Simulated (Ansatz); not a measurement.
For LiF (model structure, P6₃/mmc, No. 194), PBEsol (Ansatz, a first-principles code, PAW) gives:

```
Property                    Value
-------------------  ------------
lattice parameter a       3.296 Å
lattice parameter c       4.014 Å
bulk modulus             59.1 GPa
cohesive energy      4.46 eV/atom
band gap                  7.59 eV
```

What does r²SCAN (plane waves, PAW; Ansatz) give for the same quantities?


- lattice constant a: 3.280 Å (drops by 0.5 %)
- lattice parameter c: 3.997 Å (falls by 0.4 %)
- bulk modulus: 63.7 GPa (increases by 7.8 %)
- cohesive energy: 4.38 eV/atom (shrinks by 0.08 eV/atom)
- band gap: 8.54 eV (grows by 0.95 eV)

Changes are worked out from the printed values.

Unless a cell is named, each level is at its own relaxed cell (PBEsol 9.44, r²SCAN 9.31 Å³/atom).

Density-functional gaps are differences of (generalised) Kohn–Sham levels.

Caveats: the bulk modulus is −V dP/dV from two relaxed cells at ±2 % in volume (PBEsol, r²SCAN). Ansatz's density-functional and Hartree–Fock values are scalar-relativistic unless marked +SOC, with PAW data made under PBE.

A model structure was made by putting elements into a prototype or built by hand; it is no filed structure, need not be a known phase, and can be a saddle point held by its symmetry.
